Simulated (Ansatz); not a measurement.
**InSe (C2/m, No. 12, 4 atoms in the cell; start mp-21405; a measured phase of this formula has another space group)**

Calculation: r²SCAN-D4 (PAW; Ansatz, a quantum-chemistry and plane-wave program).

Settings: plane-wave cutoff 500 eV, 10×10×8 k mesh (along the axes of the cell as run), gaussian smearing 0.02 eV, scalar-relativistic PAW data made under PBE.

Cell (relaxed at this level):

InSe is modelled in the monoclinic space group C2/m (No. 12), Pearson symbol mS8. Lattice parameters: a = 11.700 Å, b = 4.103 Å, c = 4.834 Å, α = 90.00°, β = 110.14°, γ = 90.00°. In on 4i is surrounded by 3 Se at 2.680–2.683 Å (trigonal pyramidal). Se on 4i is surrounded by 3 In at 2.680–2.683 Å (trigonal pyramidal). (Neighbours: up to the widest gap in distance over summed covalent radii, below 1.35, at either atom; cation-cation and far metal-metal contacts left out.)
(The calculation used a cell of 4 atoms; values per cell refer to that cell.)

```yaml
band_gap: 1.46 eV (on the SCF k mesh)
```

Note: the relaxation could not lower the start's symmetry, so the cell can be a saddle point above a distorted one.

Spin–orbit coupling is not included.

The result took roughly 11 core-minutes.

A start named mp-… is a Materials Project structure, which need not be a measured phase.
